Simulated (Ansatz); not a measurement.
## ZrSe2: pressure series

Take ZrSe₂ in the CdI2 type structure (space group P-3m1, No. 164; a = 3.7351 Å, c = 6.0315 Å; layered, stacked along the Cartesian z axis) as the base.

Cell and atoms are relaxed at each pressure.

Method: PBE-D3(BJ) (Ansatz, a quantum-chemistry and plane-wave program; PAW; 420 eV plane waves; spin-orbit coupling left out).

Notes on the quantities. enthalpy: H = E + PV relative to the base's energy.

```
case               lattice parameter a  band gap       enthalpy
-----------------  -------------------  --------  -------------
base                           3.735 Å      zero              –
pressure −1 GPa                3.760 Å   0.22 eV  -0.15 eV/atom
pressure 0.9 GPa               3.715 Å      zero  +0.13 eV/atom
pressure 2.1 GPa               3.690 Å      zero  +0.31 eV/atom
pressure 4.5 GPa               3.643 Å      zero  +0.65 eV/atom
pressure 9 GPa                 3.566 Å      zero  +1.25 eV/atom
pressure 15 GPa                3.478 Å      zero  +2.00 eV/atom
pressure 22.5 GPa              3.383 Å      zero  +2.88 eV/atom
pressure 30 GPa                3.302 Å      zero  +3.72 eV/atom
```

Load acts through the strain it causes; cell and atoms are relaxed under it. Stability against distortions was not tested. Competing high-pressure phases were not computed. All final runs are without spin polarisation. Gaps under 0.05 eV, about the width of the smearing, are given as zero. The zero or small gap of ZrSe2 can change with the level of theory.
